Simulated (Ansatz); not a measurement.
## A series of runs on RbBa3 (I4/mmm, 4 atoms in the cell)

```yaml
crystal:
  lattice:
    - [-3.20250, 3.20250, 6.79647]
    - [3.20250, -3.20250, 6.79647]
    - [3.20250, 3.20250, -6.79647]
  atoms:
    - { symbol: Rb, position: [0.00000, 0.00000, 0.00000] }
    - { symbol: Ba, position: [0.75000, 0.25000, 0.50000] }
    - { symbol: Ba, position: [0.25000, 0.75000, 0.50000] }
    - { symbol: Ba, position: [0.50000, 0.50000, 0.00000] }
```

Base run A: Ansatz (a quantum-chemistry and plane-wave program) with r2SCAN, default PAW files made with PBE, self-consistent single point.

Its settings: basis.ecutwfc = 500 eV; kpoints.mp_grid.grid = 6 6 6; hamiltonian.xc = r2scan; hamiltonian.pseudopotentials = {kind: paw} (the program's default PAW files); scf.occupations.method = cold; scf.occupations.width = 0.1 eV.

The starting cell comes from a database of computed structures (which also holds hypothetical and non-ambient phases and stackings), without a prior relaxation at this level. Ansatz's pressure includes its estimate of the finite-basis (Pulay) stress.

ΔF is the free energy per atom less that of run A. 

| run | kpoints.mp_grid.grid, scf.occupations.width | ΔF (meV/atom) | pressure (GPa) | TS (meV/atom) | k-points |
|---|---|---|---|---|---|
| A | 6 6 6, 0.1 eV | 0.00 | 0.23 | 0.6 | 30 |
| B | 4 4 4, 0.03 eV | -1.99 | 0.17 | -0.1 | 13 |
| C | 4 4 4, 0.1 eV | -2.0 | 0.17 | 0.9 | 13 |
| D | 4 4 4, 0.3 eV | 1.72 | 0.19 | -4.0 | 13 |
| E | 5 5 5, 0.03 eV | 0.55 | 0.21 | 0.2 | 18 |
| F | 5 5 5, 0.1 eV | -0.55 | 0.22 | 1.2 | 18 |
| G | 5 5 5, 0.3 eV | 0.23 | 0.23 | -0.6 | 18 |
| H | 6 6 6, 0.03 eV | 0.47 | 0.26 | 0.1 | 30 |
| I | 6 6 6, 0.3 eV | 0.88 | 0.24 | -0.9 | 30 |
| J | 7 7 7, 0.03 eV | -1.47 | 0.25 | 0.0 | 40 |
| K | 7 7 7, 0.1 eV | -0.95 | 0.26 | -1.4 | 40 |
| L | 7 7 7, 0.3 eV | 1.08 | 0.24 | -0.2 | 40 |

Run B against A: The free energy goes down by 2.0 meV/atom and the pressure hardly changes (0.23 to 0.17 GPa).

Run J against A: The free energy goes down by 1.5 meV/atom and the pressure moves little (0.23 to 0.25 GPa).

Run L against A: The free energy goes up by 1.1 meV/atom and the pressure hardly changes (0.23 to 0.24 GPa).

Keys are those of Ansatz 0.2.
